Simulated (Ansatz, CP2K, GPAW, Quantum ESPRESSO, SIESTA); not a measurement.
# Code comparison for SrC₂ (C2/c, 6 atoms in the cell)

Self-consistent single point.

```
CELL_PARAMETERS angstrom
      3.52913    -2.21584     0.00000
      3.52913     2.21584     0.00000
     -2.38547     0.00000     7.41439
ATOMIC_POSITIONS crystal
  Sr 0.17883 0.82117 0.75000
  Sr 0.82117 0.17883 0.25000
  C  0.42227 0.12839 0.55761
  C  0.57773 0.87161 0.44239
  C  0.87161 0.57773 0.94239
  C  0.12839 0.42227 0.05761
```

Shared settings, as Ansatz (a quantum-chemistry and plane-wave program) writes them: kpoints.mp_grid.grid = 6 6 3; scf.occupations.method = fixed. Potentials and cutoffs stand in the table.

```csv
code,model,pressure (GPa),largest force (eV/Å),gap on the mesh (eV),cutoff
Ansatz,"PBEsol, PAW files made with PBE",-1.29,0.506,2.137,default
Quantum ESPRESSO,"PBEsol, GBRV 1.5 ultrasoft (PBESOL) pseudopotentials",-0.95,0.802,2.127,40 Ry
CP2K,"PBEsol, GPW, DZVP-MOLOPT-SR-GTH basis, GTH-PBE potentials (GTH_POTENTIALS)",-1.22,1.060,2.059,grid 500 Ry
SIESTA,"GGA PBEsol, numerical atomic orbitals DZP, PseudoDojo PBEsol standard norm-conserving potentials (rewritten from UPF to PSML)",3.18,2.710,3.098,grid 400 Ry
GPAW,"PBEsol, GPAW PAW datasets PBEsol (made by gpaw-setup)",–,0.565,2.149,950 eV
```

Size of the force on each atom (eV/Å): Sizes of forces hide their directions.

| code | Sr1 | Sr2 | C3 | C4 | C5 | C6 |
|---|---|---|---|---|---|---|
| Ansatz | 0.015 | 0.015 | 0.506 | 0.506 | 0.506 | 0.506 |
| Quantum ESPRESSO | 0.018 | 0.018 | 0.802 | 0.802 | 0.802 | 0.802 |
| CP2K | 0.092 | 0.092 | 1.060 | 1.060 | 1.060 | 1.060 |
| SIESTA | 0.174 | 0.174 | 2.710 | 2.710 | 2.710 | 2.710 |
| GPAW | 0.006 | 0.006 | 0.565 | 0.565 | 0.565 | 0.565 |

A dash marks a value that a program does not give, or that is left out as unsure.

Gaps are read on the mesh.

The spread over the programs that give each value: pressure within 4.47 GPa; largest force within 2.204 eV/Å; gap on the mesh within 1.039 eV.

CP2K and SIESTA use small atom-centred bases, whose incompleteness enters pressures, forces and empty levels differently from a plane-wave cutoff. Ansatz's pressure is given at a fixed set of plane waves, as the other plane-wave codes print theirs; with its correction for the finite basis it is -1.18 GPa. The pressure of GPAW is left out: its cutoff lies under the one at which its stress was checked. In the pressure, SIESTA (by 4.31) lies more than 1 GPa from the median of the plane-wave programs. In the gap, SIESTA (by 0.961) lies more than 0.12 eV from the median of the plane-wave programs. In the force vectors, Quantum ESPRESSO (by 0.237), CP2K (by 0.496) and SIESTA (by 2.146) lie more than 0.08 eV/Å from the median of the plane-wave programs.

The starting cell comes from a database of computed structures (which also holds hypothetical and non-ambient phases and stackings), without a prior relaxation at this level.

Left out of this page: ABINIT (with a known weakness of the program).

Keys are those of Ansatz 0.2.
